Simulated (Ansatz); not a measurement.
Take CsPbCl₃ in the cubic perovskite structure (space group Pm-3m, No. 221; a = 5.619 Å) as the base.

All numbers come from PBEsol/PAW in Ansatz (a program for electronic structure), no SOC.

One change was made to it. Results:

```json
[
 {"quantity": "density", "base": "4.18 g/cm³", "after": "4.45 g/cm³"},
 {"quantity": "band gap", "base": "1.83 eV", "after": "1.53 eV"}
]
```

**Question.** What was done to the base?
(A) pressure 9 GPa
(B) pressure 60 GPa
(C) pressure 1.8 GPa

**Answer.** C, pressure 1.8 GPa. For comparison, the band gap in the other runs: pressure 9 GPa gives 0.56 eV; pressure 60 GPa gives zero.

A case with no gap was solved on a k-mesh chosen for an insulator, which is coarse for it. With Pb present, leaving out spin-orbit coupling can change the band edges. Load acts through the strain it causes; cell and atoms are relaxed under it. Whether these cells are dynamically stable was not tested. Competing high-pressure phases were not computed. The final runs are not spin-polarised. Many cubic perovskites are stable only at high temperature; tilts and polar distortions were not tested. This is not the structure that CsPbCl3 has at room temperature and ambient pressure. The zero or small gap of CsPbCl3 under pressure 60 GPa can change with the level of theory.
